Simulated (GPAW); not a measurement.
GPAW is run on C3N4 (P-6m2, 14 atoms in the cell), and the run fails. The aim is a self-consistent single point with DFT PBEsol, plane waves, GPAW PAW datasets PBEsol (made by gpaw-setup).

Cell that was meant: a = 7.1417 Å, b = 7.1416 Å, c = 3.6194 Å, α = 90.00°, β = 90.00°, γ = 120.00°.

Part of the input:

```python
            xc='PBEsol',
            kpts=(3, 3, 5),
            occupations={'name': 'methfessel-paxton', 'width': 0.02, 'order': 0},
            nbands=30,
            convergence={'density': 1e-05, 'energy': 1e-05},
            symmetry={'symmorphic': False, 'tolerance': 0.0005},
            maxiter=150)
```

Output (repeated stretches shortened):

```
Input parameters:
  convergence: {density: 1e-05,
                energy: 1e-05}
  kpts: [3 3 5]
  maxiter: 150
  mode: {ecut: 900,
         name: pw}
  nbands: 30
  occupations: {name: methfessel-paxton,
                order: 0,
                width: 0.02}
  symmetry: {symmorphic: False,
             tolerance: 0.0005}
  xc: PBEsol

species:
  C:
    name: Carbon
    Z: 6.0
    valence: 4
    core: 2
    charge: 0.0
    file: C.PBEsol.gz

    # Using partial waves for C as LCAO basis

  N:
    name: Nitrogen
    Z: 7.0
    valence: 5
    core: 2
    charge: 0.0
    file: N.PBEsol.gz

    # Using partial waves for N as LCAO basis

Reference energy: -17945.532509  # eV

Spin-paired calculation

Traceback (most recent call last):
   [... frames left out ...]
ValueError: Too few bands!  Electrons: 64.000000, bands: 30
```

### Question
Read the log: what does the program object to, and what is the fix?

### Answer
The fault is too few bands; here the program stops on it instead of giving results. To fix it, raise the band count or leave it to the default. The program stopped before any SCF iteration.

An input that runs soundly differs in these lines (not the only fix; some lines may just follow from the change or write a value another way):
```diff
-            nbands=30,
-            convergence={'density': 1e-05, 'energy': 1e-05},
+            nbands=-4,
+            convergence={'density': 1e-05, 'energy': 1e-05, 'bands': -2},
```

With that input, the run converged in 30 iterations: free energy E − TS (from the program's reference atoms) -124.1440 eV; top of the valence band (on the code's own zero) 2.88 eV; gap on the k-point mesh 0.83 eV; largest force (vector length) 0.268 eV/Å (DFT PBEsol, plane waves, GPAW PAW datasets PBEsol (made by gpaw-setup)).

On the sound input: the starting cell comes from a database of computed structures (which also holds hypothetical and non-ambient phases and stackings), without a prior relaxation at this level.
